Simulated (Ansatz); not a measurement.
Nb3Ru (space group Fm-3m, No. 225; a cell from a computed database, its experimental status unchecked)

```
CELL_PARAMETERS angstrom
      0.00000     3.21555     3.21555
      3.21555     0.00000     3.21555
      3.21555     3.21555     0.00000
ATOMIC_POSITIONS crystal
  Nb 0.25000 0.25000 0.25000
  Nb 0.75000 0.75000 0.75000
  Nb 0.50000 0.50000 0.50000
  Ru 0.00000 0.00000 0.00000
```

Level of theory: DFT with r2SCAN, PAW potentials and a 500 eV plane-wave cutoff in Ansatz (a quantum-chemistry and plane-wave program), scalar-relativistic without spin-orbit coupling. Γ-centred 13×13×13 mesh, Fermi–Dirac width 0.05 eV.

```json
{
  "volume_per_atom": "16.62 Å³",
  "density": "9.48 g/cm³",
  "band_gap": "zero",
  "total_energy": "-4895.632 eV/atom (σ→0; compares only within this code and set-up)"
}
```

Whether these cells are dynamically stable was not tested. All final runs are without spin polarisation.
